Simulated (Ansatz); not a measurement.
**Evanescent states of HfO$_{2}$ (Fm-3m, fluorite, 3 atoms a cell, 10.6 Å³ an atom, 4 GPa at this level) along the normal of (001)**

The numbers are results of r2SCAN (plane waves, PAW; Ansatz, a program for electronic structure), not measurements.

The gap is the functional's own, uncorrected, and κ follows it; spin-orbit coupling is left out. Mid-gap means the computed energy nearest the middle.

Energies count from the valence-band top; κ is the least over a 8×8 mesh across the current.

| E (eV) | κ (1/Å) | where |
|---|---|---|
| 0.10 | 0.088 | Γ |
| 0.32 | 0.149 | Γ |
| 0.53 | 0.190 | Γ |
| 0.73 | 0.220 | Γ |
| 0.94 | 0.246 | Γ |
| 1.16 | 0.267 | Γ |
| 1.36 | 0.282 | Γ |
| 1.57 | 0.288 | Γ |
| 1.78 | 0.293 | Γ |
| 2.00 | 0.296 | Γ |
| 2.21 | 0.298 | Γ |
| 2.42 | 0.298 | Γ |
| 2.62 | 0.297 | Γ |
| 2.83 | 0.293 | Γ |
| 3.04 | 0.287 | Γ |
| 3.25 | 0.279 | Γ |
| 3.46 | 0.268 | Γ |
| 3.67 | 0.252 | Γ |
| 3.88 | 0.229 | Γ |
| 4.09 | 0.196 | Γ |
| 4.30 | 0.088 | off Γ |

Task: How thick must the barrier be to attenuate the transmission by 10^6 when the electrodes' Fermi level lies at 4.30 eV, and what attenuation does that film give at 2.00 eV?

Result: d = 6 ln 10 / (2 × 0.088) = 78.5 Å. At 2.00 eV it gives 6 × 0.296/0.088 = 20.2 decades.
